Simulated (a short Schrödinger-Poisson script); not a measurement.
Stack: gated Al0.4Ga0.6N/GaN polarisation-induced gas, at 300 K.

```tsv
layer	material	thickness (nm)	Na (cm⁻³)
1	Al0.4Ga0.6N	20	-
2	GaN	6000	1e16
```

Constants are typed, rounded textbook-type inputs, not results; the design itself was drawn at random and stands for no fabricated device. Al0.4Ga0.6N: permittivity 9.26, conduction-band edge (eV) 0.58, gap (eV) 4.258, electron mass (mₑ) 0.248, Nv at 300 K (cm⁻³) 4.6e19. GaN: permittivity 9.5, conduction-band edge (eV) 0, gap (eV) 3.43, Nv at 300 K (cm⁻³) 4.6e19.

Channel valleys (confinement mass, in-plane density-of-states mass, number): Γ 0.2, 0.2, 1. At the gate the conduction-band edge of layer 1 lies 1.36 eV − eVg above the Fermi level of the channel; the field vanishes at the back. Sheet of polarisation charge: +2e13 e/cm² at 20 nm from the gate. The barrier under the gate holds no holes. Gaps are held at their typed values at every temperature. Mesh 0.08 nm at interfaces.

Solved with a short Schrödinger-Poisson script written for these runs: 1D Poisson equation in equilibrium, electrons quantum, Hartree plus LDA exchange-correlation (BenDaniel-Duke, 40 states a valley, the channel's in-plane mass for all, wave functions free to enter the barrier), parabolic valleys, classical holes, full ionisation, no traps, pinning or gate leakage.

The same stack at other levels of the model or other numerical settings:

| run | sheet density of all electrons at Vg = 0.5 V (cm⁻²) | sheet density of all electrons at Vg = -4.5 V (cm⁻²) | capacitance at Vg = 0.5 V (μF/cm²) | centroid of the channel electrons at Vg = 0.5 V (nm) | rough cost against the base |
|---|---|---|---|---|---|
| base | 1.75e13 | 5.35e12 | 0.396 | 1.46 | about 1 |
| electrons treated as classical, Boltzmann | 1.82e13 | 5.62e12 | 0.406 | ___ | 0.009 |
| electrons treated as classical, Fermi-Dirac | 1.74e13 | 5.38e12 | 0.388 | 1.39 | 0.06 |
| electrons treated as quantum, Hartree | 1.74e13 | 5.25e12 | 0.396 | ___ | 0.6 |
| mesh six times as coarse | 1.75e13 | 5.34e12 | 0.396 | 1.40 | 0.2 |
| one subband a valley | 1.75e13 | 5.34e12 | 0.394 | ___ | 0.3 |

**Question.** Fill in the missing entries.

**Answer.** 
- one subband a valley, centroid of the channel electrons at Vg = 0.5 V (nm): 1.19
- electrons treated as classical, Boltzmann, centroid of the channel electrons at Vg = 0.5 V (nm): 0.47
- electrons treated as quantum, Hartree, centroid of the channel electrons at Vg = 0.5 V (nm): 1.58

The classical rows ignore confinement, and Boltzmann statistics overrate the density once the band edge passes the Fermi level.
